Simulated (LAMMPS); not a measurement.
Simulation of a melt made from Cu (fcc), 256 atoms, at 2170 K and 0 GPa, brought to that temperature within a few picoseconds.

All values are model results, not measurements: MD with a machine-learned potential, pair style snap, file Cu_Zuo_JPCA2020.quadratic.snap, run in LAMMPS.

| Item | Result |
|---|---|
| state found | liquid |
| density | 6.80 ± 0.01 g/cm³ |
| volume per atom | 15.52 ± 0.03 Å³/atom |
| enthalpy per atom | -3.294 ± 0.003 eV/atom |
| first peak of g(r) | 2.47 Å, height 2.3 |
| coordination number | 11.9 (counted to 3.58 Å) |
| most common Cu-Cu-Cu angle | at the 3° bin centred on 55.5°, after smoothing over three bins (mean of all 96°) |
| self-diffusion coefficient of Cu (not corrected for cell size) | (1.36 ± 0.04) × 10^-4 cm²/s |
| cost | roughly 13 core-minutes |

Potential: file Cu_Zuo_JPCA2020.quadratic.snap of the LAMMPS distribution; its header cites Y. Zuo, C. Chen, X, Li, Z. Deng, Y. Chen, J. Behler, G. Csányi, A. V. Shapeev, A. P. Thompson, M. A. Wood, S. P. Ong, "Performance and Cost Assessment of Machine Learning Interatomic Potentials" J. Phys. Chem. A 124, 4, 731-745 (2020).

Caution: a run this short can hold a crystal over, or a liquid under, the potential's own melting point, which these runs don't give.

States go by the mean squared displacement: a species diffuses where it passes 1.5 Å², still rises and gives D over 1e-6 cm²/s; a crystal has left its structure where atoms lie 0.35 Å off their sites on average or a cubic box changes its shape by 3 %, or the axial ratios of another lie 8 % off the starting cell's, which the potential's own relaxation can also do.

Errors of D are the spread over four groups of atoms in one short run; a floor of about 5 %, a picked value, is safer.

Uncertainties are statistical and leave out the potential's own error.

```
t (ps)  MSD (Å²)
------  --------
0.1000     0.529
0.2000      1.23
0.3000      1.99
0.4000      2.76
0.5000      3.55
0.6000      4.32
0.7000      5.11
0.8000      5.91
0.9000      6.69
1.000       7.44
1.200       9.00
1.400       10.5
1.600       12.1
1.800       13.6
2.100       16.0
2.400       18.3
2.700       20.5
3.100       23.5
3.600       27.4
4.100       31.3
4.700       36.0
5.400       41.6
6.200       48.2
7.000       54.6
8.000       62.6
9.200       72.2
10.50       82.6
12.00       94.7
13.70        108
15.70        125
18.00        145
```
